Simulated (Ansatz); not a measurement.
## Worked sum: formation energy of Au_i in Sn (white tin, I4₁/amd)

We look at the formation energy of Au_i in Sn (white tin, I4₁/amd). Reaction: 64 Sn (white tin) + Au (fcc) → cell A.

A: a supercell of 64 sites of Sn (white tin, I4₁/amd) with Au off the lattice sites (7 Sn at 2.75–3.24 Å); spin state with PBE: run without spin.

Method: Ansatz (a quantum-chemistry and plane-wave program), PAW, neutral cells at 0 K with nuclei at rest, on structures from PBE. Ansatz runs with its PAW set soft_1. Other levels take these structures. The lattices are those relaxed with PBE, so at other levels the solids can be strained, which adds to the spread. Larger cells are relaxed from a start prepared with the learned potential CHGNet, on a coarser mesh till forces fall under 0.03 eV/Å, which some starts already meet. A dispersion term (D3(BJ), or D4 for r2SCAN) was computed beside these levels and is taken off wherever the name lacks it. Space groups of crystals are read within 0.01 Å. The runs are scalar-relativistic, without spin-orbit coupling. Mesh and cell size may move defect energies by 0.1 eV or more.

Total energies of the cells in eV, at zero smearing width. They compare only within one column; the weights balance every element.

```csv
cell,atoms,weight,PBE,PBE+D3(BJ)
A: Sn:Au_i,65,+1,-398702.63988,-398727.21914
Sn (white tin),64,−1,-385551.53586,-385575.34259
Au (fcc),1,−1,-13151.21181,-13151.84180
```

PBE: (-398702.63988) − (-385551.53586) − (-13151.21181) = 0.108 eV.

PBE+D3(BJ): (-398727.21914) − (-385575.34259) − (-13151.84180) = -0.035 eV.
